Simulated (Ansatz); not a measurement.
A 16-atom cell of Hg(S,Se) started in the zinc blende structure, site fractions S 0.500, Se 0.500, short-range order 0.00 among the nearest mixed sites of the first mixed sublattice (0 is random, a negative value favours unlike neighbours), space group R3m at the end, an ordered arrangement that its symmetry holds. The mixed sublattice has 8 sites.

The mixing enthalpy is taken against the end members in the zinc blende type (which need not be the stable form of HgS), relaxed in the same cell and mesh.

Level of theory: PBE (plane waves to 420 eV, PAW; Ansatz, a quantum-chemistry and plane-wave program). No spin–orbit coupling; with elements this heavy it can move edges by tenths of an eV. Its k-point mesh 4×4×4, Fermi–Dirac width 0.01 eV.

```json
[
 {"cell": "HgS", "energy at zero smearing (eV)": "-117726.480"},
 {"cell": "HgSe", "energy at zero smearing (eV)": "-154263.667"},
 {"cell": "Hg2SSe", "energy at zero smearing (eV)": "-135994.961"}
]
```

### Question
Work out the mixing enthalpy per mixed site and the interaction parameter Ω of a regular solution.

### Answer
With x = 4/8 of the second end member, ΔH = [-135994.961 − 4/8 × (-117726.480) − 4/8 × (-154263.667)] / 8 = 14.1 meV against the separate end members. Ω = ΔH / x(1 − x) = 56 meV.
